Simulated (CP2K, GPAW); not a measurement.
A GPAW input for a self-consistent single point of TaOs3 (Pm-3m, 4 atoms in the cell) (DFT PBEsol, plane waves, GPAW PAW datasets PBEsol (made by gpaw-setup)):

```python
from ase import Atoms
from ase.units import GPa
from gpaw import GPAW

atoms = Atoms(['Ta', 'Os', 'Os', 'Os'],
              cell=[[3.914970, 0.000000, 0.000000],
                    [0.000000, 3.914970, 0.000000],
                    [0.000000, 0.000000, 3.914970]],
              positions=[[0.000000, 0.000000, 0.000000],
                         [0.000000, 1.957485, 1.957485],
                         [1.957485, 0.000000, 1.957485],
                         [1.957485, 1.957485, 0.000000]],
              pbc=True)

calc = GPAW(mode={'name': 'pw', 'ecut': 550},
            xc='PBEsol',
            kpts=(7, 7, 7),
            occupations={'name': 'fermi-dirac', 'width': 0.1},
            nbands=-8,
            convergence={'density': 1e-05},
            symmetry={'symmorphic': False, 'tolerance': 0.0005},
            maxiter=120)

atoms.calc = calc

energy = atoms.get_potential_energy()
print('Energy (eV):', round(energy, 6))
forces = atoms.get_forces()
print('Forces (eV/Ang):')
print(forces.round(5))
stress = atoms.get_stress()
print('Stress (GPa, Voigt):', (stress / GPa).round(4))
```

Question: Give the CP2K input for the same structure, mesh, smearing and functional.

Answer: One input that does it (others would too):

```
&GLOBAL
  PROJECT bulk
  RUN_TYPE ENERGY_FORCE
  PRINT_LEVEL MEDIUM
&END GLOBAL
&FORCE_EVAL
  METHOD Quickstep
  STRESS_TENSOR ANALYTICAL
  &DFT
    BASIS_SET_FILE_NAME BASIS_MOLOPT
    POTENTIAL_FILE_NAME GTH_POTENTIALS
    &QS
      METHOD GPW
      EPS_DEFAULT 1E-10
    &END QS
    &MGRID
      CUTOFF 500
      REL_CUTOFF 40
      NGRIDS 5
    &END MGRID
    &SCF
      SCF_GUESS ATOMIC
      EPS_SCF 1E-7
      MAX_SCF 100
      ADDED_MOS 11
      &DIAGONALIZATION
        ALGORITHM STANDARD
      &END DIAGONALIZATION
      &MIXING
        METHOD BROYDEN_MIXING
        ALPHA 0.3
        NBUFFER 8
      &END MIXING
      &SMEAR ON
        METHOD FERMI_DIRAC
        ELECTRONIC_TEMPERATURE [K] 1160.45
      &END SMEAR
    &END SCF
    &KPOINTS
      SCHEME MONKHORST-PACK 7 7 7
    &END KPOINTS
    &XC
      &XC_FUNCTIONAL
        &PBE
          PARAMETRIZATION PBESOL
        &END PBE
      &END XC_FUNCTIONAL
    &END XC
    &PRINT
      &MO
        EIGENVALUES T
        OCCUPATION_NUMBERS T
        NDIGITS 8
        FILENAME mo
        &EACH
          QS_SCF 0
        &END EACH
        ADD_LAST NUMERIC
      &END MO
      &MULLIKEN ON
      &END MULLIKEN
    &END PRINT
  &END DFT
  &SUBSYS
    &CELL
      A 3.91497000 0.00000000 0.00000000
      B 0.00000000 3.91497000 0.00000000
      C 0.00000000 0.00000000 3.91497000
      PERIODIC XYZ
    &END CELL
    &COORD
      SCALED
      Ta       0.00000000     0.00000000     0.00000000
      Os       0.00000000     0.50000000     0.50000000
      Os       0.50000000     0.00000000     0.50000000
      Os       0.50000000     0.50000000     0.00000000
    &END COORD
    &KIND Ta
      BASIS_SET DZVP-MOLOPT-SR-GTH-q13
      POTENTIAL GTH-PBE-q13
    &END KIND
    &KIND Os
      BASIS_SET DZVP-MOLOPT-SR-GTH-q16
      POTENTIAL GTH-PBE-q16
    &END KIND
  &END SUBSYS
  &PRINT
    &FORCES ON
    &END FORCES
    &STRESS_TENSOR ON
    &END STRESS_TENSOR
  &END PRINT
&END FORCE_EVAL
```

Basis, cutoffs, solver keys and any potentials are the target program's own. This input uses DFT PBEsol, GPW, DZVP-MOLOPT-SR-GTH basis, GTH-PBE potentials (GTH_POTENTIALS). Both were run: pressure -7.34 GPa in GPAW and -7.99 in CP2K.

On CP2K: the starting cell comes from a database of computed structures (which also holds hypothetical and non-ambient phases and stackings), without a prior relaxation at this level. Spin polarisation is off. Values carry the incompleteness of an atom-centred basis. The potentials were made for another functional than the one used. With a pressure of about -8 GPa the cell is away from its equilibrium volume at this level.

On GPAW: the starting cell comes from a database of computed structures (which also holds hypothetical and non-ambient phases and stackings), without a prior relaxation at this level. Spin polarisation is off. With a pressure of about -7 GPa the cell is away from its equilibrium volume at this level.
